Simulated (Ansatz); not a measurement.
We consider ReRh3 (model structure, started from the A15 type, Pm-3n, No. 223, 8 atoms in the cell), described by LDA (PAW; Ansatz, a first-principles code).

Numerical settings: plane-wave cutoff 520 eV, 12×12×12 k mesh, Fermi–Dirac smearing 0.05 eV, no spin polarisation, scalar-relativistic PAW data made under PBE.

Cell (relaxed at this level):

```xyz
8
Lattice="4.7975 0.0000 0.0000 0.0000 4.7975 0.0000 0.0000 0.0000 4.7975" Properties=species:S:1:pos:R:3 pbc="T T T"
Rh     1.1994     0.0000     2.3987
Rh     3.5981     0.0000     2.3987
Rh     0.0000     2.3987     1.1994
Rh     0.0000     2.3987     3.5981
Rh     2.3987     1.1994     0.0000
Rh     2.3987     3.5981     0.0000
Re     0.0000     0.0000     0.0000
Re     2.3987     2.3987     2.3987
```

### Question
What does this level give for the bulk modulus B0?

### Answer

* **bulk modulus B0**: 329 GPa

Note: the run has no spin polarisation, so it can have missed a magnetic state; the bulk modulus is −V dP/dV from two relaxed cells at ±2 % in volume; the relaxation could raise the start's symmetry but not lower it, so the cell can be a saddle point.

Spin–orbit coupling is not included.

Computed values are for the static lattice.

A model structure was made by putting elements into a prototype or built by hand; it is no filed structure, need not be a known phase, and can be a saddle point held by its symmetry.
